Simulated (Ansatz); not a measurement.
## Cu on the Nb site in metastable rock-salt NbN

Computed with PBE, PAW (plane waves to 420 eV; Ansatz, a program for electronic structure). Cell: 64 sites, 2×2×2; final energies on a 4×4×4 shifted mesh. The relaxation kept the symmetry of the starting site. Site at the start: the Nb site. A cell of this size leaves errors of a few tenths of an eV.  Spin–orbit coupling is left out, and no Hubbard U is applied to the open shells. Each state is the lowest found from its start.

| charge | moment (μB) | point group | largest move off a lattice site (Å) | above the lowest spin state (eV) |
|---|---|---|---|---|
| 0 | 0.0 | Oh | 0.04 | 0.00 |
| 0 | not spin-polarised | Oh | 0.04 | 0.00 |

Point groups are those of the whole cell at tolerances of 0.03 and 0.1 Å ("near" where only the looser one holds); none is given for unsettled states.

Starting moments that weren't kept: charge 0 began with 2 μB and ended with 0.0.

All states together cost very roughly 12 core-minutes.
